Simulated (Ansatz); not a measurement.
# Defect calculation: Sn on the Sb site (Sn_Sb) in zinc-blende GaSb

The numbers are results of PBE, PAW (plane waves to 420 eV; Ansatz, a first-principles code), not measurements. Cell and caveats: 64-site cell; 2×2×2 shifted k-points; start: the Sb site; no spin–orbit coupling; the functional closes the host's gap; not converged in cell size.

Neighbours after relaxation, in Å: of the Sn atom: Ga 2.64, Ga 2.64, Ga 2.64, Ga 2.65.

```csv
charge,moment (μB),largest move off a lattice site (Å)
0†,quenched,0.05
```

† Not settled in this cell, so no level is given: charge 0: a level filled in part.

Starting moments that weren't kept: charge 0 began with 1 μB and ended with 0.0.
